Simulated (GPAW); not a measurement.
## Input and output of a self-consistent single point for Pd (Fm-3m, 1 atom in the cell) (GPAW)

Computed with PBE, GPAW PAW datasets PBE (gpaw-data 1.0.1) (plane waves; GPAW).

This input was run:

```python
from ase import Atoms
from ase.units import GPa
from gpaw import GPAW

atoms = Atoms(['Pd'],
              cell=[[0.000000, 1.950835, 1.950835],
                    [1.950835, 0.000000, 1.950835],
                    [1.950835, 1.950835, 0.000000]],
              scaled_positions=[[0.000000, 0.000000, 0.000000]],
              pbc=True)

calc = GPAW(mode={'name': 'pw', 'ecut': 600},
            xc='PBE',
            kpts={'size': (12, 12, 12), 'gamma': True},
            occupations={'name': 'fermi-dirac', 'width': 0.1},
            nbands=-5,
            convergence={'forces': 0.001},
            symmetry={'symmorphic': False, 'tolerance': 0.0005},
            maxiter=100,
            txt='-')

atoms.calc = calc

energy = atoms.get_potential_energy()
print('Energy (eV):', round(energy, 6))
forces = atoms.get_forces()
print('Forces (eV/Ang):')
print(forces.round(5))
stress = atoms.get_stress()
print('Stress (GPa, Voigt):', (stress / GPa).round(4))
```

Log, with long lists cut:

```
Input parameters:
  convergence: {forces: 0.001}
  kpts: {gamma: True,
         size: (12, 12, 12)}
  maxiter: 100
  mode: {ecut: 600,
         name: pw}
  nbands: -5
  occupations: {name: fermi-dirac,
                width: 0.1}
  symmetry: {symmorphic: False,
             tolerance: 0.0005}
  xc: PBE

species:
  Pd:
    name: Palladium
    Z: 46.0
    valence: 16
    core: 30
    charge: 0.0
    file: Pd.PBE.gz

    # Using partial waves for Pd as LCAO basis

Reference energy: -137227.490718  # eV

Spin-paired calculation

Convergence criteria:
 Maximum [total energy] change in last 3 cyles: 0.0005 eV / valence electron
 Maximum integral of absolute [dens]ity change: 0.0001 electrons / valence electron
 Maximum integral of absolute [eigenst]ate change: 4e-08 eV^2 / valence electron
 Maximum change in the atomic [forces] across last 2 cycles: 0.001 eV/Ang OR
Maximum error relative to the maximum force is below inf
 Maximum number of scf [iter]ations: 100

Symmetries present (total): 48
Symmetries with fractional translations: 0
1728 k-points: 12 x 12 x 12 Monkhorst-Pack grid + [1/24,1/24,1/24]
72 k-points in the irreducible part of the Brillouin zone
       k-points in crystal coordinates                weights
   0:    -0.00000000   -0.00000000   -0.00000000          1/1728
   1:     0.08333333    0.08333333   -0.00000000          6/1728
   2:     0.08333333    0.08333333    0.08333333          8/1728
   [... 7 lines left out ...]
          ...
  71:     0.50000000    0.50000000    0.50000000          4/1728

Wave functions: Plane wave expansion
  Cutoff energy: 600.000 eV
  Number of coefficients (min, max): 468, 531
  Pulay-stress correction: 0.000000 eV/Ang^3 (de/decut=0.000000)

Occupation numbers: Fermi-Dirac:
  width: 0.1000  # eV

Eigensolver

Densities:
  Coarse grid: 16*16*16 grid
  Fine grid: 32*32*32 grid
  Total Charge: 0.000000

Density mixing:
  Method: separate
  Backend: pulay
  Linear mixing parameter: 0.05
  old densities: 5
  Damping of long wavelength oscillations: 50

Hamiltonian:
  XC and Coulomb potentials evaluated on a 32*32*32 grid
  External potential:
    NoExternalPotential

XC parameters: PBE with 2 nearest neighbor stencil

Number of atoms: 1
Number of atomic orbitals: 12
Number of bands in calculation: 13
Number of valence electrons: 16
Bands to converge: occupied

Density initialized from atomic densities
  12 bands from LCAO basis set
  1 band from random numbers

Atomic positions and initial magnetic moments

Positions:
   0 Pd     0.000000    0.000000    0.000000    ( 0.0000,  0.0000,  0.0000)

Unit cell:
           periodic     x           y           z      points  spacing
  1. axis:    yes    0.000000    1.950835    1.950835    16     0.1408
  2. axis:    yes    1.950835    0.000000    1.950835    16     0.1408
  3. axis:    yes    1.950835    1.950835    0.000000    16     0.1408

  Lengths:   2.758897   2.758897   2.758897
  Angles:   60.000000  60.000000  60.000000

Effective grid spacing dv^(1/3) = 0.1536

     iter     time        total  log10-change:
                         energy   eigst   dens  force
iter:   1 --:--:--    -4.841096
iter:   2 --:--:--    -4.624254   -1.93  -1.24
iter:   3 --:--:--    -3.993774   -0.84  -1.28
iter:   4 --:--:--    -4.022014   -2.59  -1.86
iter:   5 --:--:--    -3.911132   -2.51  -1.79
iter:   6 --:--:--    -3.879888   -2.77  -2.14
iter:   7 --:--:--    -3.879734   -4.04  -2.84
iter:   8 --:--:--    -3.879647c  -4.44  -3.01
iter:   9 --:--:--    -3.879601c  -5.49  -3.66
iter:  10 --:--:--    -3.879595c  -6.58  -4.20c
iter:  11 --:--:--    -3.879595c  -6.97  -4.28c
iter:  12 --:--:--    -3.879590c  -6.61  -4.41c
iter:  13 --:--:--    -3.879590c  -7.97c -5.05c
iter:  14 --:--:--    -3.879591c  -8.70c -5.64c -23.51c

Converged after 14 iterations.

Dipole moment: (-0.000000, 0.000000, 0.000000) |e|*Ang

Energy contributions relative to reference atoms: (reference = -137227.490718)

Kinetic:         -2.102752
Potential:       -2.397187
External:        +0.000000
XC:              +0.804652
Entropy (-ST):   -0.063303
Local:           -0.152653
SIC:             +0.000000
--------------------------
Free energy:     -3.911242
Extrapolated:    -3.879591

Showing only first 2 kpts
 Kpt  Band  Eigenvalues  Occupancy
  0     6      6.57315    2.00000
  0     7      8.16106    1.99999
  0     8      8.16106    1.99999
  0     9     26.84166    0.00000

  1     6      6.72398    2.00000
  1     7      7.97732    2.00000
  1     8      8.23306    1.99998
  1     9     27.18375    0.00000

Fermi level: 9.39068

No gap
No difference between direct/indirect transitions
Energy (eV): -3.879591

Forces in eV/Ang:
  0 Pd   -0.00000    0.00000    0.00000

Stress tensor:
    -0.036781    -0.000000     0.000000
    -0.000000    -0.036781    -0.000000
     0.000000    -0.000000    -0.036781
Stress (GPa, Voigt): [-5.893 -5.893 -5.893 -0.     0.    -0.   ]
```

The run converged in 14 iterations. GPAW prints stress with tension positive.

The starting cell has typed, rounded lattice constants, without a prior relaxation at this level. Its lattice was rescaled by up to half a per cent. Spin polarisation is off. With a pressure of about 6 GPa the cell is away from its equilibrium volume at this level.
